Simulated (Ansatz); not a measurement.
The parent structure is Na in the bcc (W type) structure (space group Im-3m, No. 229; a = 4.1949 Å).

All numbers come from DFT with PBE, PAW potentials and a 420 eV plane-wave cutoff in Ansatz (a quantum-chemistry and plane-wave program), no SOC.

Base values:

Lattice parameter a: 7.927 bohr

Perturbation: a hydrostatic pressure of 10 GPa.

Problem. Predict the new lattice parameter a.

Solution. The lattice parameter a decreases by 1.2225 bohr to 6.705 bohr.

Load acts through the strain it causes; cell and atoms are relaxed under it. Whether these cells are dynamically stable was not tested. No other phases were tried under pressure.
